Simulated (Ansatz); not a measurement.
# GaCuSe2: holes 2.0×10^21 cm⁻³

Base system: GaCuSe2 in the chalcopyrite structure (space group I-42d, No. 122; a = 5.608 Å, c = 11.098 Å).

The change: hole doping at 2.0×10^21 cm⁻³ (0.349 per cell), with a uniform compensating background at fixed cell and a 300 K Fermi–Dirac width.

Calculations: DFT with r2SCAN, PAW potentials and a 500 eV plane-wave cutoff in Ansatz (a first-principles code), no SOC. k-mesh 12×12×12 (Γ-centred); smearing 0.0259 eV (Fermi–Dirac).

The gap between the host's bands goes up by 0.106 eV, from 0.57 eV to 0.67 eV and the gap character remains direct at Γ. The Fermi level relative to the doped band's edge (positive inside the band; to 0.05 eV) comes out as +0.30 eV.

Charged cell with a jellium background: band edges are those of the host's band count, energies are not comparable with the neutral cell, and many-body gap narrowing is missing. Whether these cells are dynamically stable was not tested. All final runs are without spin polarisation.
